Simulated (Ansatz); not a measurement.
## HfS2: pressure series

Start from HfS₂ in the CdI2 type structure (space group P-3m1, No. 164; a = 3.606 Å, c = 5.768 Å; layered, stacked along the Cartesian z axis).

Cell and atoms are relaxed at each pressure.

Computed with PBE-D3(BJ), PAW, 420 eV (Ansatz, a first-principles code; no spin-orbit coupling).

```
variant           band gap  c/a ratio  shortest interatomic distance
----------------  --------  ---------  -----------------------------
base               0.85 eV      1.600                        2.541 Å
pressure −1 GPa          …          …                              …
pressure 1.8 GPa   0.61 eV      1.567                        2.530 Å
pressure 4.2 GPa   0.37 eV      1.546                        2.517 Å
pressure 9 GPa        zero      1.530                        2.495 Å
pressure 18 GPa       zero      1.530                        2.461 Å
pressure 30 GPa       zero      1.554                        2.426 Å
pressure 45 GPa       zero      1.596                        2.394 Å
pressure 60 GPa       zero      1.640                        2.371 Å
```

Problem. Complete the table.

Solution. 
- pressure −1 GPa, band gap: 1.03 eV
- pressure −1 GPa, c/a ratio: 1.637
- pressure −1 GPa, shortest interatomic distance: 2.548 Å

A case with no gap was solved on a k-mesh chosen for an insulator, which is coarse for it. Spin-orbit coupling, missing from the scalar runs, can matter with Hf. Load acts through the strain it causes; cell and atoms are relaxed under it. Stability against distortions was not tested. Competing high-pressure phases were not computed. The final runs are not spin-polarised. Gaps under 0.05 eV, about the width of the smearing, are given as zero. A zero or small gap of HfS2 under pressure 9 GPa and HfS2 under pressure 18 GPa can be the functional's error rather than a property of the material.
